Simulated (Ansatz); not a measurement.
# How the volume per atom of ZnO (model structure, started from the PtS type, P4₂/mmc, No. 131, 4 atoms in the cell) moves with the method

No measured value is used here.

| level (code) | value (Å³/atom) |
|---|---|
| PBE (Ansatz) | ___ |
| PBEsol (Ansatz) | 11.82 |
| PBE-D3(BJ) (Ansatz) | 12.09 |

### Question
Fill in the missing entries.

### Answer

- PBE (Ansatz, a program for electronic structure), value (Å³/atom): 12.39

Ansatz's density-functional and Hartree–Fock values are scalar-relativistic unless marked +SOC, with PAW data made under PBE.

A model structure was made by putting elements into a prototype or built by hand; it is no filed structure, need not be a known phase, and can be a saddle point held by its symmetry.
